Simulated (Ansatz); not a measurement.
Worked example: relaxation of the atoms of Lu (P1, 3 atoms in the cell) in Ansatz (a first-principles code).

Computed with PBE (plane waves, PAW; Ansatz).

The change in words: atoms moved at random; relax: default → atoms; relax.f_tol: default → 0.1 eV/Å. Reference geometry:
```
CELL_PARAMETERS angstrom
      5.51070     0.00000     0.00000
     -2.75535     4.77240     0.00000
      0.00000     0.00000     3.35169
ATOMIC_POSITIONS crystal
  Lu 0.00000 0.00000 0.00000
  Lu 0.33333 0.66667 0.50000
  Lu 0.66667 0.33333 0.50000
```

Reference input (self-consistent single point, DFT, PBE, plane waves, default PAW files): kpoints.mp_grid.grid = 5 5 7; hamiltonian.xc = pbe; hamiltonian.pseudopotentials = {kind: paw} (the program's default PAW files); scf.occupations.method = cold; scf.occupations.width = 0.272 eV. This run's input differs from it in these lines:

Ansatz 0.2 input:
```diff
@@ -7,5 +7,5 @@
   atoms:
-    - { symbol: Lu, position_ang: [0.000000, 0.000000, 0.000000] }
-    - { symbol: Lu, position_ang: [-0.000002, 3.181603, 1.675847] }
-    - { symbol: Lu, position_ang: [2.755350, 1.590799, 1.675847] }
+    - { symbol: Lu, position_ang: [0.027832, -0.009635, -0.000439] }
+    - { symbol: Lu, position_ang: [0.001805, 3.189659, 1.682446] }
+    - { symbol: Lu, position_ang: [2.725711, 1.592379, 1.669687] }
 kpoints:
@@ -17,2 +17,4 @@
   occupations: { method: cold, width: 0.272 eV }
+relax:
+  f_tol: 0.1
 output:
```

Output, abridged:

```
   [... SCF lines of the steps left out ...]
relax step   1: F+E_penalty+E_count = -44196.98272594 eV  Δ(F+E_penalty+E_count) = +0.000e0 eV  max|allowed force component| = 1.965e-1 eV/Å  Δτ_max = 0.0000 Å  (6 SCF iters, dr2 threshold 1.00e-4 eV, accepted)
relax step   2: F+E_penalty+E_count = -44196.98666467 eV  Δ(F+E_penalty+E_count) = -3.939e-3 eV  max|allowed force component| = 1.114e-1 eV/Å  Δτ_max = 0.0437 Å  (8 SCF iters, accepted)
relax step   3: F+E_penalty+E_count = -44196.98803125 eV  Δ(F+E_penalty+E_count) = -1.367e-3 eV  max|allowed force component| = 1.390e-3 eV/Å  Δτ_max = 0.0141 Å  (7 SCF iters, accepted)
Stability not checked (fill_not_monotonic)
Free energy (F): -44196.988031 eV
Internal energy: -44196.971142 eV  (E = F + TS)
E sigma→0 (E₀):  -44196.982401 eV
Entropy (-TS):   -0.016890 eV (-5.630 meV/atom)
Fermi energy:    13.551293 eV
--- Forces (eV/Å), atoms counted from 1 ---
  atom   1  Lu     0.00021280     0.00010119    -0.00015868
  atom   2  Lu     0.00117707     0.00016490    -0.00104479
  atom   3  Lu    -0.00139045    -0.00026590     0.00120324
--- Stress (GPa, compression-positive) ---
       -1.584681       0.001677       0.000003
        0.001677      -1.585240       0.000001
   [... lines left out ...]
  F+E_penalty+E_count = -44196.98803125 eV   max|allowed force component| = 1.390e-3 eV/Å
  atoms:
    - { symbol: Lu, position: [-1.0678281271774133e-5, -4.150265493188833e-6, 8.39240411644527e-6] }
    - { symbol: Lu, position: [0.3333100661192186, 0.6666639080653952, 0.5003973036065122] }
    - { symbol: Lu, position: [0.666700716931079, 0.3333404517381878, 0.49959430398937094] }
```

The run converged. 

Summary of the result:
Free energy E − TS (on the zero of these files): -44196.9880 eV
Fermi level (on the code's own zero): 13.55 eV
Pressure: -0.73 GPa
Largest force (vector length): 0.002 eV/Å
Relaxation steps: 3

The starting cell was generated: these elements placed on a structure prototype, without a prior relaxation; it need not be a known phase or ordering of this composition. For this run, on top of that: atoms moved at random. Ansatz's pressure includes its estimate of the finite-basis (Pulay) stress.

Cost on one core of a shared machine: roughly 70 s.
